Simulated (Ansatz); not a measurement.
**AlAs: response to strain**

The parent structure is AlAs in the zinc blende structure (space group F-43m, No. 216; a = 5.675 Å). Axes: x, y, z lie along the cube axes.

Strains are applied to the cell and any free atomic positions relax; under biaxial strain the out-of-plane vector relaxes too.

All numbers come from DFT with PBEsol, PAW potentials and a 420 eV plane-wave cutoff in Ansatz (a program for electronic structure), no spin-orbit coupling.

Notes on the quantities. energy relative to the base: free energy F.

| variant | band gap | electron mass | smallest direct gap | energy relative to the base |
|---|---|---|---|---|
| base | 1.34 eV | 0.87 mₑ along k, 0.24 mₑ across (at X) | 1.91 eV | 0 meV/atom |
| biaxial strain +4.88 %, plane normal [001], relaxed out of plane | 0.87 eV | 2.0 mₑ along k, 0.28 mₑ across (at X) | 1.24 eV | +33 meV/atom |
| biaxial strain +1.01 %, plane normal [110], relaxed out of plane | 1.27 eV | 0.85 mₑ along k, 0.24 mₑ across (at T) | 1.71 eV | +2.1 meV/atom |
| isotropic strain −5.69 % | 1.00 eV | 0.70 mₑ along k, 0.21 mₑ across (at X) | 3.33 eV | +181 meV/atom |
| isotropic strain −3.88 % | 1.12 eV | 0.73 mₑ along k, 0.22 mₑ across (at X) | 2.86 eV | +79 meV/atom |
| isotropic strain −2.97 % | 1.18 eV | 0.75 mₑ along k, 0.22 mₑ across (at X) | 2.62 eV | +45 meV/atom |
| uniaxial strain ε_yy = −2.45 % | 1.14 eV | 0.81 mₑ along k, 0.24 mₑ across (at X) | 2.02 eV | +4.7 meV/atom |
| uniaxial strain ε_yy = +0.55 % | 1.34 eV | 0.86 mₑ along k, 0.24 mₑ across (at X) | 1.85 eV | +0.2 meV/atom |
| tensor shear ε_xz = +3.36 % | 0.83 eV | – | 1.47 eV | +17 meV/atom |
| tensor shear ε_xz = −2.12 % | 1.06 eV | – | 1.66 eV | +6.6 meV/atom |

A biaxial case was relaxed in a doubled cell and then solved in the primitive one. Effective masses come from finite differences of ±0.01 Å⁻¹. Along k means along the line from Γ to the band edge. Whether these cells are dynamically stable was not tested.
